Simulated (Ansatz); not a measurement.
The starting structures come from a database of crystals and need not be the phases stable at ambient conditions.

## Evanescent states of MgGeAs2 (I-42d, chalcopyrite, not sure to be the ambient phase, 8 atoms a cell, 24.6 Å³ an atom) along the normal of (110)

Level of theory: r2SCAN (plane waves, PAW; Ansatz, a first-principles code).

The gap is the functional's own. No spin-orbit coupling. Mid-gap values are interpolated on the energy grid.

Energies count from the valence-band top; κ is the least over a 6×6 mesh across the current.

```tsv
E (eV)	κ (1/Å)	where
0.04	0.069	Γ
0.12	0.080	Γ
0.20	0.086	Γ
0.28	0.090	Γ
0.36	0.093	Γ
0.44	0.095	Γ
0.52	0.095	Γ
0.60	0.095	Γ
0.68	0.093	Γ
0.76	0.090	Γ
0.84	0.086	Γ
0.92	0.079	Γ
1.00	0.071	Γ
1.08	0.059	Γ
1.16	0.040	Γ
```

Question: How thick must the barrier be to attenuate the transmission by 10^8 when the electrodes' Fermi level lies at 0.12 eV, and what attenuation does that film give at 0.04 eV?

Answer: d = 8 ln 10 / (2 × 0.080) = 115.1 Å. At 0.04 eV it gives 8 × 0.069/0.080 = 6.9 decades.
